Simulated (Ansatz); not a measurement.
Start from AlRu in the CsCl type structure (space group Pm-3m, No. 221; a = 2.983 Å).

The values are results of r2SCAN, PAW, 500 eV (Ansatz, a quantum-chemistry and plane-wave program; no spin-orbit coupling), not measurements.

Base values:

- Volume per atom = 13.27 Å³

The change: cell and atoms relaxed at a pressure of 2.1 GPa.

Estimate the effect on the volume per atom.

The volume per atom decreases by 0.123 Å³ to 13.14 Å³.

Load acts through the strain it causes; cell and atoms are relaxed under it. Whether these cells are dynamically stable was not tested. All final runs are without spin polarisation.
